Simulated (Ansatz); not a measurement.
The parent structure is GaAs in the rock salt structure (space group Fm-3m, No. 225; a = 5.3304 Å; a hypothetical phase, not in the database extracts checked; relaxed with 0.1 eV smearing). Axes: x, y, z lie along the cube axes.

Calculations: DFT with r2SCAN, PAW potentials and a 500 eV plane-wave cutoff in Ansatz (a quantum-chemistry and plane-wave program), no SOC, earlier PAW set.

It is then changed as follows: a pure shear with ε_yz = ε_zy = -0.0132; the atoms relax in the strained cell.

Q: Predict the stress tensor and what it implies for the stiffness.

A: Stress of the strained cell less that of the base (GPa, compression positive):
```
    0.0     0.0     0.0
    0.0     0.0     0.6
    0.0     0.6     0.0
```

Then −Δσ/γ with γ = 2ε = -0.0264 gives secant stiffness values (nonlinear terms included at this strain): C44 ≈ 21 GPa.

No phonon test of stability was made. All final runs are without spin polarisation.
